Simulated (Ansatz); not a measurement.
The parent structure is Hf in the hcp (Mg type) structure (space group P6_3/mmc, No. 194; a = 3.204 Å, c = 5.073 Å; relaxed with 0.1 eV smearing). Axes: x lies along a and z along c of the hexagonal cell.

Level of theory: PBE, PAW, 420 eV (Ansatz, an electronic-structure program; no spin-orbit coupling).

For the base:

| Quantity | Result |
|---|---|
| Volume per atom | 22.55 Å³ |

Now apply this change: tensile biaxial strain of 1.00 % in the plane normal to [001], as in epitaxy on a mismatched substrate; the out-of-plane cell vector and the atoms relax.

Problem. What happens to the volume per atom?

Solution. The volume per atom rises by 0.30 Å³ to 22.85 Å³.

Stability against distortions was not tested. The final runs are not spin-polarised.
